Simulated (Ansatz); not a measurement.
The starting structures come from a database of crystals and need not be the phases stable at ambient conditions.

## Evanescent states of K$_{5}$P$_{2}$Au (P6_3/mmc, 16 atoms a cell, 32.4 Å³ an atom) along the normal of (001)

Computed with r2SCAN (plane waves, PAW; Ansatz, a program for electronic structure).

No gap correction and no spin-orbit coupling; mid-gap is the computed energy nearest the middle.

Energies count from the valence-band top; κ is the least over a 6×6 mesh across the current.

```tsv
E (eV)	κ (1/Å)	where
0.03	0.147	off Γ
0.09	0.155	off Γ
0.15	0.160	off Γ
0.21	0.161	Γ
0.27	0.157	Γ
0.33	0.151	Γ
0.39	0.145	Γ
0.45	0.138	Γ
0.51	0.129	Γ
0.57	0.119	Γ
0.63	0.107	Γ
0.69	0.093	Γ
0.75	0.074	Γ
0.81	0.047	Γ
```

How thick must the barrier be to attenuate the transmission by 10^4 when the electrodes' Fermi level lies at 0.33 eV, and what attenuation does that film give at 0.69 eV?

d = 4 ln 10 / (2 × 0.151) = 30.5 Å. At 0.69 eV it gives 4 × 0.093/0.151 = 2.5 decades.
